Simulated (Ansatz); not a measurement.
**GaN, response to strain**

Consider GaN in the wurtzite structure (space group P6_3mc, No. 186; a = 3.183 Å, c = 5.184 Å).

Strains are applied to the cell and any free atomic positions relax.

Level of theory: r2SCAN in Ansatz (plane waves to 500 eV, PAW, scalar-relativistic without spin-orbit coupling).

```json
[
 {"isotropic strain (%)": "0", "band gap (eV)": "2.35"},
 {"isotropic strain (%)": "1.3", "band gap (eV)": "?"},
 {"isotropic strain (%)": "1.47", "band gap (eV)": "2.05"},
 {"isotropic strain (%)": "2.32", "band gap (eV)": "1.87"}
]
```

### Question
Fit E_g = E₀ + Dε (ε in %) to the rows shown and predict the withheld row.

### Answer
Least squares on the printed values gives E₀ = 2.35 eV, D = -207 meV per % of strain (largest residual 0.00 eV); this predicts 2.08 eV, and the run gives 2.08 eV, in agreement.

No phonon test of stability was made.

Ansatz is a quantum-chemistry and plane-wave program.
